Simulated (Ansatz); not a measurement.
Consider the formation energy of TiO2 (rutile, P4₂/mnm) from the elements. Reaction: Ti (hcp) + O2 (gas) → TiO2 (rutile). A negative value means that the right-hand side lies lower. The value is per atom of the solid.

TiO2 (rutile, P4₂/mnm), 6 atoms in the cell; spin state with PBE: run without spin, k-point mesh 12×8×8 on the run's own vectors.
```
CELL_PARAMETERS angstrom
      0.00000     0.00000     2.96371
      4.64355     0.00000     0.00000
      0.00000     4.64355     0.00000
ATOMIC_POSITIONS crystal
  Ti 0.00000 0.50000 0.50000
  Ti 0.50000 0.00000 0.00000
  O  0.50000 0.69488 0.69488
  O  0.50000 0.30512 0.30512
  O  0.00000 0.80512 0.19488
  O  0.00000 0.19488 0.80512
```

Ti (hcp, P6₃/mmc), 2 atoms in the cell; spin state with PBE: run without spin, k-point mesh 24×24×14 on the run's own vectors. Conventional cell: a = 2.940 Å, b = 2.940 Å, c = 4.654 Å, α = 90.00°, β = 90.00°, γ = 120.00°.

An isolated O2 molecule (triplet) in a box of 11 × 11 × 13 Å.

All numbers come from Ansatz (a program for electronic structure), plane waves with PAW, its PAW set soft_1, cutoff 420 eV, 500 eV for r2SCAN. The structures are at rest with PBE; other levels are single points on them, but for the rows marked own geometry. HSE06 runs on coarser k-point meshes, mended by the PBE difference between the two meshes. Some cells are metallic or hold partly filled levels, where a hybrid on a coarse mesh is less sure. Neutral cells; Fermi-Dirac smearing of at most 0.10 eV in the solids, energies taken to zero width. The lattices are those relaxed with PBE, so at other levels the solids can be strained, which adds to the spread. A dispersion term (D3(BJ), or D4 for r2SCAN) was computed beside these levels and is taken off wherever the name lacks it. Space groups of crystals are read within 0.01 Å. Nuclei at rest; no vibrational terms. No structure search was made; lower ones may exist.

Task: What is the computed value (PBE)?

Result: -3.01 eV/atom, for Ti (hcp) + O2 (gas) → TiO2 (rutile).

Task: How does the value move with the functional?

Result: 
```
Level                  value (eV/atom)  less PBE
---------------------  ---------------  --------
PBE+D3(BJ)                       -3.05     -0.04
r2SCAN+D4                        -3.37     -0.36
HSE06+D3(BJ)                     -3.20     -0.19
r2SCAN (own geometry)            -3.31     -0.30
```

The levels shown span 0.36 eV/atom, from r2SCAN+D4 (-3.37) to PBE (-3.01).
